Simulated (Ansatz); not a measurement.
Ansatz (a first-principles code) run on ZnCu2SnS4 (C2, 8 atoms in the cell): self-consistent single point.

Computed with LDA (PW92), default PAW files made with PBE (plane waves; Ansatz).

The change in words: lattice scaled by 0.98; kpoints.mp_grid.grid: 4 4 4 → 12 12 12. Reference geometry:
```
ZnCu2SnS4
1.0
   -2.69162     2.69162     5.38415
    2.69162    -2.69162     5.38415
    2.69162     2.69162    -5.38415
Zn Cu Sn S
1 2 1 4
Cartesian
  0.00000   2.69162   2.74207
  0.00000   0.00000   0.00000
  2.69162   0.00000   2.69208
  0.00000   0.00000   5.38415
  1.30409   1.26684   1.38900
  1.26684   4.07915  -1.38900
  1.38753   1.42478   6.77316
  1.42478  -1.38753   3.99515
```

Reference input (self-consistent single point, DFT, LDA (PW92), plane waves, default PAW files made with PBE): basis.ecutwfc = 420 eV; kpoints.mp_grid.grid = 4 4 4; hamiltonian.xc = lda; hamiltonian.pseudopotentials = {kind: paw} (the program's default PAW files); scf.occupations.method = gaussian; scf.occupations.width = 0.2 eV. This run's input differs from it in these lines:

Ansatz 0.2 input:
```diff
@@ -2,5 +2,5 @@
   lattice:
-    - [-2.691619, 2.691619, 5.384154]
-    - [2.691619, -2.691619, 5.384154]
-    - [2.691619, 2.691619, -5.384154]
+    - [-2.637787, 2.637787, 5.276471]
+    - [2.637787, -2.637787, 5.276471]
+    - [2.637787, 2.637787, -5.276471]
   atoms:
@@ -17,3 +17,3 @@
 kpoints:
-  mp_grid: { grid: [4, 4, 4] }
+  mp_grid: { grid: [12, 12, 12] }
 hamiltonian:
```

The program printed (abridged):

```
SCF iter   1: F=—  HF=-25719.214366 eV  |F-HF|=—  |Δ(HF+E_count)|=         —  Δρ=1.12e-2  dr2=1.07e-1  ethr=1.77e-3  ⟨swp⟩=7.1  Hψ=104868  notcnv=0
all-band conjugate gradients solve this SCF's bands
preconditioner: auto → Resta (q_TF=auto, 2.505 Å⁻¹)
SCF iter   2: F=—  HF=-25719.206763 eV  |F-HF|=—  |Δ(HF+E_count)|=   7.60e-3  Δρ=8.78e-3  dr2=8.56e-2  ethr=1.21e-4  ⟨swp⟩=2.0  Hψ=51447  notcnv=0  defer=18
   [... lines left out ...]
SCF iter   7: F=—  HF=-25719.184558 eV  |F-HF|=—  |Δ(HF+E_count)|=   1.21e-5  Δρ=7.41e-5  dr2=8.37e-6  ethr=7.89e-8  ⟨swp⟩=2.0  Hψ=31193  notcnv=0
SCF iter   8: F=—  HF=-25719.184557 eV  |F-HF|=—  |Δ(HF+E_count)|=   3.70e-7  Δρ=4.43e-5  dr2=2.04e-6  ethr=9.51e-9  ⟨swp⟩=2.3  Hψ=35679  notcnv=0
SCF iter   9: F=—  HF=-25719.184558 eV  |F-HF|=—  |Δ(HF+E_count)|=   1.65e-7  Δρ=8.71e-6  dr2=1.38e-7  ethr=2.31e-9  ⟨swp⟩=2.8  Hψ=36249  notcnv=0
SCF iter  10: F=-25719.184558 eV  HF=-25719.184558 eV  |F-HF|=2.26e-8  |Δ(HF+E_count)|=   2.29e-8  Δρ=4.33e-6  dr2=2.38e-8  ethr=1.14e-10  ⟨swp⟩=9.5  Hψ=105012  notcnv=0
SCF 1 converged in 10 iterations: F = -25719.184558 eV  dr2 = 2.38e-8
Free energy (F): -25719.184558 eV
Internal energy: -25719.184329 eV  (E = F + TS)
E sigma→0 (E₀):  -25719.184443 eV
Entropy (-TS):   -0.000228 eV (-0.029 meV/atom)
Fermi energy:    9.305561 eV
--- Forces (eV/Å), atoms counted from 1 ---
  atom   1  Zn    -0.00000000     0.00000000    -0.35500221
  atom   2  Cu    -0.00000000     0.00000000     0.02021560
  atom   3  Cu    -0.00000000     0.00000000    -0.02334450
  atom   4  Sn     0.00000000     0.00000000     0.09685055
  atom   5  S     -0.29844987    -0.26520837     0.30584747
  atom   6  S     -0.45618935     0.14487866    -0.17520755
  atom   7  S      0.29844987     0.26520837     0.30584747
  atom   8  S      0.45618935    -0.14487866    -0.17520755
--- Stress (GPa, compression-positive) ---
        2.742821       0.364785       0.000000
        0.364785       2.706294       0.000000
        0.000000       0.000000       2.637894
  P = ⅓ Tr σ = 2.6957 GPa (26.957 kbar)
  The stress holds the Pulay correction. Without it, at fixed plane waves, as pw.x and ABINIT print it: P = 2.6326 GPa
```

The run converged in 10 iterations. Against the reference run the free energy drops by 1.8 meV/atom, the pressure goes from -2.65 to 2.70 GPa and the largest force goes from 0.334 to 0.510 eV/Å.

The starting cell comes from a database of computed structures (which also holds hypothetical and non-ambient phases and stackings), without a prior relaxation at this level. Its lattice was rescaled by up to half a per cent. One atom was moved a little off its site on purpose. For this run, on top of that: lattice scaled by 0.98. Spin polarisation is off. Ansatz's pressure includes its estimate of the finite-basis (Pulay) stress. A gap is left out here, as mesh or smearing make it unsure.

Cost on one core of a shared machine: roughly 9 min.
